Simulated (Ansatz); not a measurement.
Cost and result by functional for the adsorption energy of CO on the 1x1 (110) surface of bcc Mo, one in a 2x2 cell, started at the site 'top Mo', in Ansatz (plane waves, PAW). Single points on the PBE structure, on one kind of machine; costs are rough ratios of the slab run's core time (references not counted) to the cheapest single point. r2SCAN's cost holds its higher cutoff (500 against 420 eV). Differences are taken against r2SCAN for comparison alone: no measured value is at hand, so the table doesn't rank accuracy.

Slab: 18 atoms, 6.5 Å thick at the start under the adsorbate (thin: gaps and levels are the slab's own); k 6x6x1, smearing 0.1 eV, dipole-corrected; 8 atoms held, the rest relaxed; held to the start's symmetry, so lower structures may exist; no spin, no spin-orbit, no U, no dispersion correction. At the end it is bonded to Mo. In PBE this state lies 0.10 eV over the lowest of the starts that converged ('hollow Mo-Mo-Mo'). These notes are the PBE run's. Adsorption energies are against CO(g). A negative adsorption energy means that the adsorbate is more stable on the surface than in its reference.

```csv
functional,relative cost,adsorption energy (eV),less r2SCAN (eV)
RPBE,1,-1.44,0.31
r2SCAN,2,-1.76,0.00
PBE (the relaxed run's value),–,-1.69,0.06
```

The values span 0.31 eV, while the single points' costs differ by a factor of roughly 2. Differences are of unrounded values.

Ansatz is an electronic-structure program.
